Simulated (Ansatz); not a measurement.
The starting structures come from a database of crystals and need not be the phases stable at ambient conditions.

Inside the gap of an insulator the Bloch states are evanescent, with a wavenumber k + iκ along the transport direction.

Here is the system:

```xyz
20
Lattice="5.4008 0.0000 0.0000 0.0000 7.6922 0.0000 0.0000 0.0000 5.5230" Properties=species:S:1:pos:R:3 pbc="T T T"
Ti     1.3147     1.9288     3.6916
Ti     4.0860     5.7634     0.9301
Ti     1.3147     5.7634     3.6916
Ti     4.0860     1.9288     0.9301
Cd     3.9912     3.8461     3.8363
Cd     1.4096     3.8461     1.0748
Cd     1.3488     0.0000     0.6445
Cd     4.0520     0.0000     3.4060
O      5.1315     6.1171     4.6470
O      0.2692     1.5750     1.8854
O      5.1315     1.5750     4.6470
O      0.2692     6.1171     1.8854
O      2.9997     5.4037     2.4269
O      2.4011     2.2885     5.1884
O      2.9997     2.2885     2.4269
O      2.4011     5.4037     5.1884
O      4.5259     3.8461     0.6129
O      0.8749     3.8461     3.3744
O      3.5821     0.0000     0.9357
O      1.8186     0.0000     3.6972
```

Space group of this cell: Pmc2_1. The cell is taken as given; by PBEsol its mean pressure is -8.1 GPa.

Transport runs along the normal of the first two printed cell vectors.

No gap correction and no spin-orbit coupling; mid-gap values are interpolated between computed energies.

Compute, with PBEsol (Ansatz, an electronic-structure program), the band gap and the smallest decay constant κ at mid-gap.

Gap 2.45 eV on a 6×4×6 mesh; κ = 0.299 1/Å, at the zone centre.
